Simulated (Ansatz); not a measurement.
A hypothetical phase is included: elements placed on a structure type, which no database files for this compound.

The decay constant κ of evanescent states in the gap governs leakage through a thin film.

Input:

```xyz
6
Lattice="3.1370 0.0000 0.0000 1.5685 2.7167 0.0000 0.0000 0.0000 7.3958" Properties=species:S:1:pos:R:3 pbc="T T T"
Ga     2.3527     1.3585     3.6979
Ga     0.7842     1.3582     6.1632
Ga     1.5686     0.0000     1.2326
N      2.3527     1.3584     0.0000
N      0.7842     1.3583     2.4653
N      1.5686     0.0000     4.9305
```

The cell was relaxed by PBE-D3(BJ); by r2SCAN it stands under a pressure of -2.3 GPa.

Transport runs along the normal of the first two printed cell vectors, the (001) plane of the conventional cell.

The gap is the functional's own, uncorrected, and κ follows it; spin-orbit coupling is left out. Mid-gap means the computed energy nearest the middle.

### Question
Estimate the band gap and the smallest decay constant κ at mid-gap that r2SCAN run with Ansatz (a first-principles code) returns for this system.

### Answer
Gap 1.80 eV on a 12×12×4 mesh; κ = 0.133 1/Å, at the zone centre.
